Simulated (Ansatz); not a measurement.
Model: Si(111) 1x1 surface, 6 top atoms, 3 bilayers, bottom bilayer H-capped and fixed, every top atom capped by H; cell 11.5 x 6.6 Å; two neighbouring H replaced by OH; about 7 Å thick over the host's atoms, 18 atoms held. Calculation: PBE-D3(BJ) (plane waves to 420 eV, PAW; Ansatz, a first-principles code). k mesh 1 x 2 x 1. The slab states were run without spin polarisation. No spin-orbit coupling. A thicker slab, a larger cell or a denser mesh can move such energies by a tenth of an eV or more. Barriers come from a climbing-image nudged elastic band between relaxed ends, or a saddle search from its top (force threshold 0.05 eV/Å), without zero-point or thermal terms. The saddle order is not shown. The ends were relaxed from one prepared geometry each.

Structure at the top of the path for: SnCl4 exchanges a ligand with a surface O-H group and HCl forms.

```yaml
crystal:
  lattice:
    - [11.50074, 0.00000, 0.00000]
    - [0.00000, 6.63995, 0.00000]
    - [0.00000, 0.00000, 28.50000]
  atoms:
    - { symbol: Si, position: [0.00156, 0.00246, 0.33252] }
    - { symbol: Si, position: [0.16252, 0.49766, 0.33415] }
    - { symbol: Si, position: [0.16686, 0.16925, 0.30483] }
    - { symbol: Si, position: [0.00061, 0.67042, 0.30512] }
    - { symbol: Si, position: [0.16679, 0.16858, 0.22333] }
    - { symbol: Si, position: [0.99969, 0.66902, 0.22350] }
    - { symbol: Si, position: [0.00010, 0.33486, 0.19685] }
    - { symbol: Si, position: [0.16698, 0.83418, 0.19717] }
    - { symbol: Si, position: [0.00000, 0.33333, 0.11529] }
    - { symbol: Si, position: [0.16667, 0.83333, 0.11529] }
    - { symbol: Si, position: [0.16667, 0.50000, 0.08783] }
    - { symbol: Si, position: [0.00000, 0.00000, 0.08783] }
    - { symbol: H, position: [0.16670, 0.50026, 0.03509] }
    - { symbol: H, position: [0.00001, 0.00026, 0.03509] }
    - { symbol: H, position: [0.00132, 0.00290, 0.38516] }
    - { symbol: Si, position: [0.33281, 0.00948, 0.33339] }
    - { symbol: Si, position: [0.49806, 0.50773, 0.33635] }
    - { symbol: Si, position: [0.50186, 0.17231, 0.30892] }
    - { symbol: Si, position: [0.33019, 0.67164, 0.30875] }
    - { symbol: Si, position: [0.50075, 0.17150, 0.22595] }
    - { symbol: Si, position: [0.33302, 0.66816, 0.22573] }
    - { symbol: Si, position: [0.33418, 0.33542, 0.19759] }
    - { symbol: Si, position: [0.49934, 0.83610, 0.19818] }
    - { symbol: Si, position: [0.33333, 0.33333, 0.11529] }
    - { symbol: Si, position: [0.50000, 0.83333, 0.11529] }
    - { symbol: Si, position: [0.50000, 0.50000, 0.08783] }
    - { symbol: Si, position: [0.33333, 0.00000, 0.08783] }
    - { symbol: H, position: [0.50003, 0.50026, 0.03509] }
    - { symbol: H, position: [0.33334, 0.00026, 0.03509] }
    - { symbol: H, position: [0.32901, 0.02326, 0.38566] }
    - { symbol: Si, position: [0.67076, 0.00376, 0.33308] }
    - { symbol: Si, position: [0.83629, 0.50064, 0.33230] }
    - { symbol: Si, position: [0.83581, 0.16857, 0.30530] }
    - { symbol: Si, position: [0.66700, 0.66770, 0.30854] }
    - { symbol: Si, position: [0.83385, 0.16789, 0.22367] }
    - { symbol: Si, position: [0.66519, 0.66706, 0.22565] }
    - { symbol: Si, position: [0.66677, 0.33486, 0.19743] }
    - { symbol: Si, position: [0.83190, 0.83350, 0.19731] }
    - { symbol: Si, position: [0.66667, 0.33333, 0.11529] }
    - { symbol: Si, position: [0.83333, 0.83333, 0.11529] }
    - { symbol: Si, position: [0.83333, 0.50000, 0.08783] }
    - { symbol: Si, position: [0.66667, 0.00000, 0.08783] }
    - { symbol: H, position: [0.83336, 0.50026, 0.03509] }
    - { symbol: H, position: [0.66667, 0.00026, 0.03509] }
    - { symbol: H, position: [0.67936, 0.00365, 0.38540] }
    - { symbol: H, position: [0.84312, 0.49406, 0.38462] }
    - { symbol: O, position: [0.47829, 0.53185, 0.39679] }
    - { symbol: H, position: [0.39238, 0.63613, 0.41418] }
    - { symbol: O, position: [0.14604, 0.46573, 0.39150] }
    - { symbol: H, position: [0.18763, 0.55672, 0.41296] }
    - { symbol: Sn, position: [0.54785, 0.45770, 0.46105] }
    - { symbol: Cl, position: [0.31240, 0.72843, 0.44862] }
    - { symbol: Cl, position: [0.72547, 0.62280, 0.45964] }
    - { symbol: Cl, position: [0.55170, 0.10913, 0.45867] }
    - { symbol: Cl, position: [0.47734, 0.52381, 0.53568] }
```

```yaml
forward_barrier: 0.96 eV
backward_barrier: 0.47 eV
steps_of_the_saddle_search: 17
Barrier without the D3 term at these geometries: 1.03 eV
cost_of_this_run: around 110 core-minutes (rough)
```
